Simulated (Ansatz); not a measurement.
**Band gap of Si3N4 (P6₃/m, No. 176) at several levels of theory**

No measured value is used here.

```
level (code)                        value (eV)  cell (Å³/atom)
-----------------------------  ---------------  --------------
LDA (Ansatz)                                 ?           10.42
PBE (Ansatz)                                 ?           10.42
PBE-D3(BJ) (Ansatz)                       4.32           10.46
r²SCAN (Ansatz)                              ?           10.42
B3LYP (VWN-RPA form) (Ansatz)  6.25 (indirect)           10.42
HSE06 (Ansatz)                 5.75 (indirect)           10.42
PBE0 (Ansatz)                  6.51 (indirect)           10.42
G0W0@PBEsol (Ansatz)           6.40 (indirect)           10.42
G0W0@PBEsol+SOC (Ansatz)                  6.40           10.42
```

### Question
What belongs in the gaps?

### Answer

- LDA (Ansatz, an electronic-structure program), value (eV): 4.12 (indirect)
- PBE (Ansatz), value (eV): 4.29 (indirect)
- r²SCAN (Ansatz), value (eV): 4.95 (indirect)

Computed values are for a static lattice.  PBE-D3(BJ): the gap is read on the k mesh or supercell of the run alone and can be too large. G0W0@PBEsol, G0W0@PBEsol+SOC: the correction to the complete basis was taken at k points off the band edges. G0W0@PBEsol+SOC: spin–orbit coupling enters as the shift of the gap found with a semilocal functional. Values are at the measured cell; PBE-D3(BJ) at the level's own equilibrium cell. Cutoffs and k meshes differ between the levels. Ansatz's density-functional and Hartree–Fock values are scalar-relativistic unless marked +SOC, with PAW data made under PBE.
